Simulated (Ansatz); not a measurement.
Take SiO₂ (space group P3_221, No. 154; a = 5.0221 Å, c = 5.5103 Å) as the base. Axes: x lies along a and z along c of the hexagonal cell.

Level of theory: PBE/PAW in Ansatz (a first-principles code), no spin-orbit coupling.

Before the change:

| Item | Value |
|---|---|
| Smallest direct gap | 6.01 eV |
| Shortest interatomic distance | 3.072 bohr |

Now apply this change: tensile biaxial strain of 0.75 % in the plane normal to [001], as in epitaxy on a mismatched substrate; the out-of-plane cell vector and the atoms relax.

Q: Predict the new in-plane stress, smallest direct gap, out-of-plane strain and shortest interatomic distance.

A: The mean in-plane stress (compression positive) is -0.6 GPa; the smallest direct gap shrinks by 0.035 eV to 5.98 eV; the out-of-plane strain is -0.13 %; the shortest interatomic distance stays 3.072 bohr.

Stability against distortions was not tested.
